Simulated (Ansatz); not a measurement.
The parent structure is Ta in the bcc (W type) structure (space group Im-3m, No. 229; a = 3.306 Å; relaxed with 0.1 eV smearing). Axes: x, y, z lie along the cube axes.

The values are results of DFT with r2SCAN, PAW potentials and a 500 eV plane-wave cutoff in Ansatz (a quantum-chemistry and plane-wave program), without spin-orbit coupling, not measurements.

Base values:

The shortest interatomic distance is 286.3 pm.

Perturbation: a pure shear with ε_xy = ε_yx = 0.0325, atoms relaxed at fixed cell.

Q: What does the calculation give for the energy relative to the base after the change?

A: The energy increases by 17 meV/atom.

Q: What does the calculation give for the shortest interatomic distance after the change?

A: The shortest interatomic distance shrinks by 6.2 pm to 280.1 pm.

Q: What does the calculation give for the stress after the change?

A: The stress (xx, yy, zz, yz, xz, xy; compression positive) amounts to (0.3, 0.3, 0.8, 0.0, 0.0, -4.5) GPa.

The cells carry an imposed strain or load. Stability against distortions was not tested. All final runs are without spin polarisation.
